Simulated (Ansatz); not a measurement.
## Response to strain in HgTe

Base system: HgTe in the zinc blende structure (space group F-43m, No. 216; a = 6.435 Å). Axes: x, y, z lie along the cube axes.

Strains are applied to the cell and any free atomic positions relax; under biaxial strain the out-of-plane vector relaxes too.

All numbers come from LDA, PAW, 420 eV (Ansatz, an electronic-structure program; no spin-orbit coupling).

Notes on the quantities. energy relative to the base: free energy F; pressure: mean of the normal stresses, compression positive.

```json
[
 {"change": "base", "energy relative to the base": "0 meV/atom", "pressure": "0.0 GPa", "shortest interatomic distance": "2.786 Å"},
 {"change": "biaxial strain −3.00 %, plane normal [001], relaxed out of plane", "energy relative to the base": "+8.1 meV/atom", "pressure": "0.9 GPa", "shortest interatomic distance": "2.771 Å"},
 {"change": "biaxial strain −2.50 %, plane normal [001], relaxed out of plane", "energy relative to the base": "+5.6 meV/atom", "pressure": "0.7 GPa", "shortest interatomic distance": "2.774 Å"},
 {"change": "biaxial strain −2.00 %, plane normal [001], relaxed out of plane", "energy relative to the base": "+3.5 meV/atom", "pressure": "0.6 GPa", "shortest interatomic distance": "2.776 Å"},
 {"change": "biaxial strain −1.50 %, plane normal [001], relaxed out of plane", "energy relative to the base": "+2.0 meV/atom", "pressure": "0.4 GPa", "shortest interatomic distance": "2.779 Å"},
 {"change": "biaxial strain −1.00 %, plane normal [001], relaxed out of plane", "energy relative to the base": "+0.9 meV/atom", "pressure": "0.3 GPa", "shortest interatomic distance": "2.781 Å"},
 {"change": "biaxial strain −0.50 %, plane normal [001], relaxed out of plane", "energy relative to the base": "+0.2 meV/atom", "pressure": "0.1 GPa", "shortest interatomic distance": "2.784 Å"},
 {"change": "biaxial strain +0.50 %, plane normal [001], relaxed out of plane", "energy relative to the base": "+0.2 meV/atom", "pressure": "-0.1 GPa", "shortest interatomic distance": "2.789 Å"},
 {"change": "biaxial strain +3.00 %, plane normal [001], relaxed out of plane", "energy relative to the base": "+7.2 meV/atom", "pressure": "-0.7 GPa", "shortest interatomic distance": "2.803 Å"}
]
```

The mesh was chosen for an insulator and is coarse for the gapless case. Whether these cells are dynamically stable was not tested. The final runs are not spin-polarised.
